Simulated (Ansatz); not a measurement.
Level of theory: PBE (plane waves to 420 eV, PAW; Ansatz, a quantum-chemistry and plane-wave program).

Planar average of the electrostatic potential across the slab, in eV from the Fermi level, for Ru on the 1x1 (100) surface of fcc Cu, one in a 2x2 cell, started at the site 'hollow Cu-Cu-Cu-Cu over Cu at depth 1.8 Å':

```csv
z (Å),V (eV)
5.17,4.54
5.44,4.54
5.72,4.54
5.99,4.54
6.26,4.53
6.53,4.53
6.81,4.51
7.08,4.48
7.35,4.42
7.62,4.30
7.89,4.06
8.17,3.57
8.44,2.59
8.71,0.37
8.98,-5.20
9.26,-11.40
9.53,-14.15
9.80,-12.90
10.07,-8.05
10.34,-2.90
10.62,-3.67
10.89,-9.37
11.16,-13.70
11.43,-14.24
11.71,-10.86
11.98,-4.89
12.25,-1.64
12.52,-4.97
12.79,-10.90
13.07,-14.19
13.34,-13.56
13.61,-9.13
13.88,-3.38
14.16,-2.29
14.43,-7.23
14.70,-12.51
14.97,-14.30
15.24,-12.15
15.52,-6.59
15.79,-1.86
16.06,-1.88
16.33,-3.28
16.61,-3.57
16.88,-2.06
17.15,0.42
17.42,2.36
17.69,3.14
17.97,3.48
18.24,3.66
18.51,3.74
18.78,3.79
19.06,3.81
19.33,3.82
19.60,3.83
19.87,3.83
20.14,3.84
20.42,3.84
20.69,3.84
20.96,3.84
```

Slab: 17 atoms, 5.3 Å thick at the start under the adsorbate (thin: gaps and levels are the slab's own); k 6x6x1, smearing 0.1 eV, dipole-corrected; 8 atoms held, the rest relaxed; start symmetry kept, larger cells not searched; spin-polarised, no spin-orbit, no U, no dispersion correction. At the end it is bonded to 4 Cu. In PBE it is, or lies within 0.03 eV of, the lowest of the starts that converged.

Task: The surface cell has an area of 26.35 Å². What dipole along the normal does the step between the two vacuum levels imply?

Result: the top vacuum level lies 0.70 eV below the bottom one; p = −ε₀ A ΔV (ε₀ = 0.005526 e/(V·Å)) gives 0.10 e·Å a cell.
